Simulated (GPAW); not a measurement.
Input and output of a self-consistent single point for BeS (F-43m, 2 atoms in the cell) (GPAW).

Level of theory: PBE, GPAW PAW datasets PBE (gpaw-data 1.0.1) (plane waves; GPAW 25.7.0).

The change in words: lattice scaled by 0.98. Reference geometry:
```yaml
crystal:
  lattice:
    - [0.00000, 2.39594, 2.39594]
    - [2.39594, 0.00000, 2.39594]
    - [2.39594, 2.39594, 0.00000]
  atoms:
    - { symbol: Be, position: [0.00000, 0.00000, 0.00000] }
    - { symbol: S, position: [0.75000, 0.75000, 0.75000] }
```

Reference input (self-consistent single point, DFT PBE, plane waves, GPAW PAW datasets PBE (gpaw-data 1.0.1)): mode = pw; ecut = 800 eV; xc = PBE; kpts = 8 8 8; mesh shift (steps) = 0 0 0; occupations.name = fixed-uniform; nbands = -8; convergence.forces = 0.001 eV/Å; convergence.bands = -6; symmetry.symmorphic = false; symmetry.tolerance = 0.0005; maxiter = 120. This run's input differs from it in these lines:

```diff
@@ -5,5 +5,5 @@
 atoms = Atoms(['Be', 'S'],
-              cell=[[0.000000, 2.395944, 2.395944],
-                    [2.395944, 0.000000, 2.395944],
-                    [2.395944, 2.395944, 0.000000]],
+              cell=[[0.000000, 2.348025, 2.348025],
+                    [2.348025, 0.000000, 2.348025],
+                    [2.348025, 2.348025, 0.000000]],
               scaled_positions=[[0.000000, 0.000000, 0.000000],
```

Output (repeated stretches shortened):

```
     iter     time        total  log10-change:
                         energy   eigst   dens  force
iter:   1 --:--:--    -9.970279   +1.10
iter:   2 --:--:--    -9.950025   -0.44  -0.91
iter:   3 --:--:--    -9.808292   -1.45  -0.93
iter:   4 --:--:--    -9.805486   -2.97  -1.68
iter:   5 --:--:--    -9.801775   -2.69  -1.70
iter:   6 --:--:--    -9.800690   -3.88  -2.16
iter:   7 --:--:--    -9.800657c  -4.32  -2.14
iter:   8 --:--:--    -9.800605c  -5.12  -2.83
iter:   9 --:--:--    -9.800605c  -6.97  -3.60
iter:  10 --:--:--    -9.800607c  -6.79  -3.64
iter:  11 --:--:--    -9.800606c  -7.01  -3.80
iter:  12 --:--:--    -9.800606c  -9.04c -5.02c
iter:  13 --:--:--    -9.800606c -10.67c -5.13c -16.05c
Converged after 13 iterations.

Dipole moment: (3.496267, 3.496267, 3.496267) |e|*Ang

Energy contributions relative to reference atoms: (reference = -11255.804871)

Kinetic:        +18.181481
Potential:      -15.730755
External:        +0.000000
XC:             -12.274979
Entropy (-ST):   +0.000000
Local:           +0.023647
SIC:             +0.000000
--------------------------
Free energy:     -9.800606
Extrapolated:    -9.800606

Showing only first 2 kpts
 Kpt  Band  Eigenvalues  Occupancy
  0     2      5.80050    2.00000
  0     3      5.80050    2.00000
  0     4     11.37492    0.00000
  0     5     11.37492    0.00000

  1     2      5.10628    2.00000
  1     3      5.10628    2.00000
  1     4     10.93562    0.00000
  1     5     12.46231    0.00000

Fermi level: 7.23062

Gap: 2.860 eV
Transition (v -> c):
   [... lines left out ...]
Direct/indirect transitions are different
Direct gap: 5.574 eV
Transition at: (s=0, k=0, n=3, [0.00, 0.00, 0.00])
Energy (eV): -9.800606

Forces in eV/Ang:
  0 Be    0.00000   -0.00000    0.00000
  1 S     0.00000   -0.00000   -0.00000

Stress tensor:
    -0.087299     0.000000     0.000000
     0.000000    -0.087299     0.000000
     0.000000     0.000000    -0.087299
Stress (GPa, Voigt): [-13.9869 -13.9869 -13.9869   0.       0.       0.    ]
```

The run converged in 13 iterations. GPAW prints stress with tension positive. Against the reference run the free energy goes up by 50.2 meV/atom, the pressure goes from 6.17 to 13.99 GPa and the gap on the mesh goes from 3.017 to 2.860 eV.

The starting cell comes from a database of computed structures (which also holds hypothetical and non-ambient phases and stackings), without a prior relaxation at this level. Its lattice was rescaled by a random factor within 2.5 % of one. For this run, on top of that: lattice scaled by 0.98. With a pressure of about 14 GPa the cell is away from its equilibrium volume at this level.
